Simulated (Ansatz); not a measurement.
Take Bi2Te2Se (space group R-3m, No. 166; a = 4.304 Å, c = 30.843 Å (hexagonal axes); a cell from a computed database, its experimental status unchecked) as the base. Axes: x lies along a and z along c of the hexagonal cell.

It is then changed as follows: biaxial strain +3.47 %, plane normal [001], relaxed out of plane (Cartesian); in-plane vectors clamped, the third vector and the atoms free.

Levels (all Ansatz, a first-principles code, PAW): r2SCAN+rVV10 (500 eV, no spin-orbit coupling); HSE06 (420 eV, no spin-orbit coupling).

The geometry is relaxed with r2SCAN+rVV10.

| Property | Result |
|---|---|
| r2SCAN+rVV10 lowest conduction level above the VBM at special points | Γ 0.14 eV; T 0.67 eV; L 1.03 eV |

Question: What does HSE06 give at this geometry for the lowest conduction level above the VBM at special points?

Answer: The lowest conduction level above the VBM at special points becomes Γ 0.31 eV; T 0.86 eV; L 1.25 eV (r2SCAN+rVV10: Γ 0.14 eV; T 0.67 eV; L 1.03 eV).

Single points use the geometry relaxed with r2SCAN+rVV10. The levels and masses belong to the bands next to the band gap. Whether these cells are dynamically stable was not tested.
